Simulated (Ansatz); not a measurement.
Functionals compared on the (10-12) surface of hcp Os in its 1x1 cell, outermost plane spacing 1.07 Å in the ideal cut, in Ansatz (plane waves, PAW). The structure was relaxed with PBE; the other rows are single points on it, each with its references at the same level. Cutoff 420 eV (500 eV for r2SCAN).

Set-up: 14 atoms, 10.7 Å thick at the start; mesh 14x6x1; 0.1 eV smearing; dipole correction on; all atoms relaxed; start symmetry kept, larger cells not searched; no spin, no spin-orbit, no U. These notes are the PBE run's.

| functional | surface energy (J/m²) | work function of the top face (eV) | rough cost of the single point |
|---|---|---|---|
| PBE | 3.62 | 4.85 | – |
| LDA | 4.24 | 5.18 | about 2.6 core-minutes (a rough figure) |
| PBEsol | 4.10 | 4.96 | about 4 core-minutes (a rough figure) |
| RPBE | 3.38 | 4.70 | about 4 core-minutes (a rough figure) |
| r2SCAN | [?] | [?] | about 7 core-minutes (a rough figure) |

**Question.** Fill in the missing entries.

**Answer.** 
- r2SCAN, surface energy (J/m²): 3.89
- r2SCAN, work function of the top face (eV): 4.88

Ansatz is an electronic-structure program.
